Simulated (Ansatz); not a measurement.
The starting structures come from a database of crystals and need not be the phases stable at ambient conditions.

 Where the default PAW files enter, the runs use the earlier of Ansatz's two default sets.

By PBEsol, the system below comes out a metal.

Without scattering a metal conducts by its projected Fermi surface.

Given:

```yaml
crystal:
  lattice:
    - [4.01263, 0.00000, 0.00000]
    - [0.00000, 7.58417, 0.00000]
    - [0.00000, 0.00000, 5.49900]
  atoms:
    - { symbol: Ge, position: [0.25000, 0.89518, 0.78518] }
    - { symbol: Ge, position: [0.75000, 0.10482, 0.21482] }
    - { symbol: Ge, position: [0.75000, 0.39518, 0.71482] }
    - { symbol: Ge, position: [0.25000, 0.60482, 0.28518] }
    - { symbol: Rh, position: [0.25000, 0.29660, 0.47008] }
    - { symbol: Rh, position: [0.75000, 0.70340, 0.52992] }
    - { symbol: Rh, position: [0.75000, 0.79660, 0.02992] }
    - { symbol: Rh, position: [0.25000, 0.20340, 0.97008] }
    - { symbol: Rh, position: [0.25000, 0.93030, 0.33834] }
    - { symbol: Rh, position: [0.75000, 0.06970, 0.66166] }
    - { symbol: Rh, position: [0.75000, 0.43030, 0.16166] }
    - { symbol: Rh, position: [0.25000, 0.56970, 0.83834] }
```

Space group of this cell: Pnma. The cell is taken as given; by PBEsol its mean pressure is -3.6 GPa.

The current flows along the normal of the first two printed cell vectors. No spin-orbit coupling; the value is a mean over 0.1 eV about the Fermi level.

Problem. State the ballistic conductance per area according to Ansatz (a quantum-chemistry and plane-wave program) with PBEsol.

Solution. 0.51 × 10¹⁵ S/m² for both spins.
